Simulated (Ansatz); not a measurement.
GeSe (model structure, started from the WC type, P-6m2, No. 187, 2 atoms in the cell): c axis length by level of theory

No measured value is used here.

```tsv
level (code)	value (Å)
PBE (Ansatz)	?
PBEsol (Ansatz)	3.635
PBE-D3(BJ) (Ansatz)	3.655
```

### Question
What belongs in the gaps?

### Answer

- PBE (Ansatz, a first-principles code), value (Å): 3.675

PBE-D3(BJ): a distance lies near a switch of the dispersion term, which can move the cell. Ansatz's density-functional and Hartree–Fock values are scalar-relativistic unless marked +SOC, with PAW data made under PBE.

A model structure was made by putting elements into a prototype or built by hand; it is no filed structure, need not be a known phase, and can be a saddle point held by its symmetry.
